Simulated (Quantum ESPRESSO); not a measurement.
Density of states of LiPb (Pm-3m, 2 atoms in the cell).

```
CELL_PARAMETERS angstrom
      3.55792     0.00000     0.00000
      0.00000     3.55792     0.00000
      0.00000     0.00000     3.55792
ATOMIC_POSITIONS crystal
  Pb 0.00000 0.00000 0.00000
  Li 0.50000 0.50000 0.50000
```

Method of the run: LDA (PW92), PseudoDojo standard norm-conserving (LDA) pseudopotentials (plane waves; Quantum ESPRESSO).

SCF settings: ecutwfc = 75 Ry; occupations = smearing; smearing = marzari-vanderbilt; degauss = 0.0147 Ry; potentials = {Pb: Pb.upf, Li: Li.upf}; K_POINTS = automatic 8 8 8 0 0 0; conv_thr = 1e-11 Ry; mixing_beta = 0.5. Keys of the DOS step: nscf.calculation = nscf; nscf.verbosity = high; nscf.occupations = tetrahedra_opt; nscf.nbnd = 16; nscf.startingwfc = random; nscf.diago_thr_init = 1e-06; dos.x.fildos = dos.dat; dos.x.Emin = -15 eV; dos.x.Emax = 30 eV; dos.x.DeltaE = 0.1 eV.

The starting cell comes from a database of published, mostly measured structures (it also holds non-ambient and calculated ones), without a prior relaxation at this level. Its lattice was rescaled by a random factor within 2.5 % of one. Spin-orbit coupling is off.

Total DOS (both spins), as means of the tabulated values in each energy bin; the zero is the program's Fermi level or highest filled level, and the curve is cut to this window:

```
E (eV) | states/eV/cell
    -7.80 | ################### 0.66
    -7.40 | ################ 0.55
    -7.00 | ######### 0.29
    -6.60 | ##### 0.16
    -6.20 | ## 0.08
    -5.80 |  0.01
    -5.40 |  0.00
    -5.00 |  0.00
    -4.60 |  0.00
    -4.20 |  0.00
    -3.80 | ## 0.05
    -3.40 | ########## 0.34
    -3.00 | ################ 0.55
    -2.60 | ########################## 0.89
    -2.20 | ############################## 1.03
    -1.80 | ############################# 1.00
    -1.40 | ########################### 0.93
    -1.00 | ########################### 0.93
    -0.60 | ######################### 0.86
    -0.20 | ####################### 0.78
     0.20 | #################### 0.70
     0.60 | ################## 0.60
     1.00 | ################### 0.64
     1.40 | ###################### 0.75
     1.80 | #################### 0.69
     2.20 | ##################### 0.71
     2.60 | ############################ 0.95
```

Around zero the curve holds about 0.7 states/eV/cell.
